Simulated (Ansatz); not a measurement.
## MoSi2: stress against strain

MoSi2 (MoSi2 type, I4/mmm, 13.581 Å³/atom at rest, c along z) under a strain ε along c (axis z), the other axes held. PBE in Ansatz, a plane-wave DFT program (PAW, default set), 420 eV, 25×25×25 Γ-centred mesh, Fermi-Dirac smearing 0.10 eV; ions are relaxed within the symmetry of each cell. Stress is positive for a compressed cell.

Here s stands for strain and y for stress zz.

```
strain (%)  stress zz (GPa)
----------  ---------------
-3.00                     ?
-1.50                  7.84
-1.00                  5.10
-0.50                  2.49
0.00                  -0.01
0.50                  -2.39
1.00                  -4.66
1.50                  -6.82
```

Fit y against s with a straight line, and predict the withheld value at s = -3.00.

Means: s 0, y 0.221. About the means, the sum of products is -34.190 and the sum of squares of s is 7.0000; the slope is their ratio. Least squares gives y = 0.221 - 4.8843·s. Residuals (row less fit): 0.293, -0.005, -0.173, -0.231, -0.169, 0.003, 0.285; standard error 0.236 (degrees of freedom: 5). The slope gives the elastic constant C33 = 488 ± 9 GPa. At the withheld row, y = 0.221 - 4.8843 × (-3.0) = 14.874 GPa. The calculation gives 16.81 GPa, 1.936 GPa above the prediction (8.2 % of the range of y in the table). The row lies outside the fitted rows, so this is an extrapolation. From the scatter of the fitted rows alone, a prediction at this place has a standard error of 0.368 GPa, so the miss is 5.3 times that.

One order more, fitted to all 13 runs of the series, follows each within 0.03, so the miss is the next term of a smooth law. In a metal these values are sensitive to mesh and smearing; energies are taken to zero smearing, stresses follow the free energy. Rows are the converged runs of the series near zero and its far end; series whose fitted rows scatter by over a few per cent of the range, as at a crossing or softening among them, aren't shown in this form. Most that stay on the fit to the last digits aren't either.
